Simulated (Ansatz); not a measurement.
Take In2O3 (space group P-3m1, No. 164; a = 3.4191 Å, c = 6.0937 Å; a hypothetical phase, not in the database extracts checked) as the base.

Levels (all Ansatz, a first-principles code, PAW): PBEsol (420 eV, no spin-orbit coupling); HSE06 (420 eV, no spin-orbit coupling).

Its gap is 0.70 eV with PBEsol and 2.18 eV with HSE06.

The change: every lattice vector is shortened by 5.95 %, atoms relaxed at fixed cell.

With PBEsol the gap becomes 1.69 eV.

Problem. If the HSE06 correction stayed the same, what would the HSE06 gap be, and what does the HSE06 run give?

Solution. A rigid correction of +1.48 eV gives 3.17 eV. The HSE06 run gives 3.29 eV, so the correction itself changes by +0.12 eV.

Single points use the geometry relaxed with PBEsol. HSE06 gaps are upper bounds (no full band path). The cells carry an imposed strain or load. Whether these cells are dynamically stable was not tested. The base started in P3m1 and relaxed to P-3m1 at this level.
